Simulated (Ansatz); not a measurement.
# A constructed model of the (111) surface of fcc Au, a pseudomorphic layer of Ag in the other hollow (bottom of the slab: a bare face, its two planes held)

These are PBE (plane waves to 420 eV, PAW; Ansatz, a first-principles code) values and carry that method's errors.

Set-up: 7 atoms, 14.4 Å thick at the start; mesh 15x15x1; 0.1 eV smearing; dipole correction on; 2 atoms held, the rest relaxed; symmetry of the start imposed; no spin, no spin-orbit, no U. In PBE it is, or lies within 0.01 eV a 1x1 cell of, the lowest of the 2 structures of its composition computed so far; larger cells were not tried.

* **work function of the top face**: 4.54 eV
* **energy released by relaxation**: 0.001 eV
* **cost**: roughly 5 core-minutes
